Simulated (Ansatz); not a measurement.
System: Ba2TiO4 (P4/mmm, No. 123, 7 atoms in the cell; start mp-36194; a measured phase of this formula has another space group). Method: r²SCAN in Ansatz (plane waves, PAW).

Run with plane-wave cutoff 560 eV, 10×10×4 k mesh (along the axes of the cell as run), Fermi–Dirac smearing 0.01 eV, no spin polarisation, scalar-relativistic PAW data made under PBE.

Cell (relaxed with PBEsol):

```cif
data_Ba2O4Ti
_chemical_formula_sum 'Ba2 Ti1 O4'
_space_group_name_H-M_alt 'P4/mmm'
_space_group_IT_number 123
_space_group_name_Hall '-P 4 2'
_cell_length_a 3.91701
_cell_length_b 3.91701
_cell_length_c 11.20603
_cell_angle_alpha 90.000
_cell_angle_beta 90.000
_cell_angle_gamma 90.000
loop_
_atom_site_label
_atom_site_type_symbol
_atom_site_symmetry_multiplicity
_atom_site_Wyckoff_symbol
_atom_site_fract_x
_atom_site_fract_y
_atom_site_fract_z
_atom_site_occupancy
Ba1 Ba 2 g 0.00000 0.00000 0.32693 1
Ti1 Ti 1 d 0.50000 0.50000 0.50000 1
O1 O 2 e 0.00000 0.50000 0.50000 1
O2 O 2 h 0.50000 0.50000 0.32489 1
```

**Question.** Give the computed band gap and smallest direct gap on the k points sampled.

**Answer.** 
- band gap = 2.40 eV
- smallest direct gap on the k points sampled = 2.41 eV

Note: cell and atoms aren't relaxed at this level (largest force component 0.33 eV/Å, pressure 1.7 GPa).

Spin–orbit coupling is not included.

It cost very roughly 90 core-seconds of CPU time.

A start named mp-… is a Materials Project structure, which need not be a measured phase.

Ansatz is an electronic-structure program.
